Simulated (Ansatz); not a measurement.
Start from Hf in the hcp (Mg type) structure (space group P6_3/mmc, No. 194; a = 3.158 Å, c = 5.004 Å; relaxed with 0.1 eV smearing).

The values are results of plane-wave PAW DFT at the PBEsol level (Ansatz, a program for electronic structure, 420 eV), spin-orbit coupling left out, earlier PAW set, not measurements.

Before the change:

The pressure comes out as 0.0 GPa. The band gap comes out as zero.

Now apply this change: the cell is scaled by 1.0525 in all directions, atoms relaxed at fixed cell.

Task: How does this affect the energy relative to the base, pressure and band gap?

Result: The energy goes up by 167 meV/atom; the pressure (mean of the normal stresses, compression positive) goes from zero to -13.3 GPa; the band gap stays zero.

The cells carry an imposed strain or load. No phonon test of stability was made. All final runs are without spin polarisation.
